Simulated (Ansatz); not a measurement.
A relaxation of cell and atoms of Ni₃Bi (Pm-3m, 4 atoms in the cell) with Ansatz (a program for electronic structure).

Method: RPBE, default PAW files made with PBE (plane waves; Ansatz).

```
CELL_PARAMETERS angstrom
      3.82201     0.00000     0.00000
      0.00000     3.82201     0.00000
      0.00000     0.00000     3.82201
ATOMIC_POSITIONS crystal
  Ni 0.00000 0.50000 0.50000
  Ni 0.50000 0.00000 0.50000
  Ni 0.50000 0.50000 0.00000
  Bi 0.00000 0.00000 0.00000
```
Moments meant for the start (each program seeds them in its own way; μB, in the order of the atoms Ni Ni Ni Bi): 2.0 2.0 2.0 0.0.

Reference input (self-consistent single point, DFT, RPBE, plane waves, default PAW files made with PBE): basis.ecutwfc = 420 eV; kpoints.mp_grid.grid = 9 9 9; hamiltonian.xc = rpbe; hamiltonian.pseudopotentials = {kind: paw} (the program's default PAW files); magnetization.spin_polarized = true; scf.occupations.method = cold; scf.occupations.width = 0.272 eV. This run's input differs from it in these lines:

```diff
@@ -26,2 +26,4 @@
     width: 0.272
+relax:
+  cell: {}
 output:
```

Output (repeated stretches shortened):

```
   [... SCF lines of the steps left out ...]
relax step   1: F+E_penalty+E_count = -29945.59610967 eV  Δ(F+E_penalty+E_count) = +0.000e0 eV  max|allowed force component| = 5.272e-29 eV/Å  Δτ_max = 0.0000 Å  P = +5.526 GPa  Ω = 55.831 Å³  (18 SCF iters, dr2 threshold 1.00e-7 eV, accepted)
relax step   2: F+E_penalty+E_count = -29945.63240256 eV  Δ(F+E_penalty+E_count) = -3.629e-2 eV  max|allowed force component| = 1.581e-29 eV/Å  Δτ_max = 0.0000 Å  P = -0.098 GPa  Ω = 58.153 Å³  energy of the carried Pulay correction = -1.405e-3 eV  [...]
relax step   3: F+E_penalty+E_count = -29945.63244156 eV  Δ(F+E_penalty+E_count) = -3.900e-5 eV  max|allowed force component| = 2.693e-29 eV/Å  Δτ_max = 0.0000 Å  P = -0.008 GPa  Ω = 58.111 Å³  energy of the carried Pulay correction = -1.380e-3 eV  [...]
relax step   4: F+E_penalty+E_count = -29945.63355025 eV  Δ(F+E_penalty+E_count) = -1.109e-3 eV  max|allowed force component| = 9.039e-30 eV/Å  Δτ_max = 0.0000 Å  P = -0.042 GPa  Ω = 58.111 Å³  stress off target by 4.19e-2 GPa  SCF on the basis [...]
basis re-selected at this cell: Δ(F+E_penalty+E_count) = -1.109e-3 eV, ΔP = -0.034 GPa vs the last step
the relaxation is at rest under the 48 symmetry operations that the run kept from its start: a minimum is not shown …
the relaxation's final electronic state is not compared with the one that a single-point calculation of its input finds at the relaxed geometry …
   [... lines left out ...]
Absolute magnetization: 0.0000 μB (∫|ρ↑−ρ↓|, with the PAW one-centre terms)
Free energy (F): -29945.633550 eV
Fermi energy:    17.003001 eV
  cell:  # Å, volume = 58.1110 Å³
   [... lines left out ...]
    - [4.81482486096809e-35, 3.873345052707165, 0.0]
    - [-5.456801509097168e-34, 0.0, 3.873345052707165]
  atoms:
    - { symbol: Ni, position: [-5.2490104039498864e-36, 0.5, 0.5] }
    - { symbol: Ni, position: [0.5, 6.036361964550808e-36, 0.5] }
    - { symbol: Ni, position: [0.5, 0.5, -3.674307282767607e-36] }
    - { symbol: Bi, position: [-1.7846635373454167e-35, 1.8371536413839492e-36, 2.6245052019767203e-36] }
```

The run converged.  The full log also holds: “iter 9 did not close the SCF: its close was put off for a magnetic moment that had not settled (scf_convergence_deferred on its scf_iter line)”. The full log also holds: “iter 10 did not close the SCF: its close was put off for a magnetic moment that had not settled (scf_convergence_deferred on its scf_iter line)”.

Summary of the result:
```
Quantity                                                                           Result
-----------------------------------------------  ----------------------------------------
Free energy E − TS (on the zero of these files)                            -29945.6336 eV
Fermi level (on the code's own zero)                                             17.00 eV
Pressure                                                                        -0.04 GPa
Size of the cell's spin moment                                                    0.00 μB
Final cell                                       a = b = c = 3.8733 Å, α = β = γ = 90.00°
Final volume per atom                                                            14.53 Å³
Relaxation steps                                                                        4
```

The starting cell comes from a database of computed structures (which also holds hypothetical and non-ambient phases and stackings), without a prior relaxation at this level. The starting moments vanished: the run ended non-magnetic, which need not be the lowest state. The program warned that a starting moment was not kept. The relaxation keeps the symmetry of its start, so its end need not be a minimum. Ansatz's pressure includes its estimate of the finite-basis (Pulay) stress.

Cost on one core of a shared machine: roughly 50 s.

Keys are those of Ansatz 0.2.
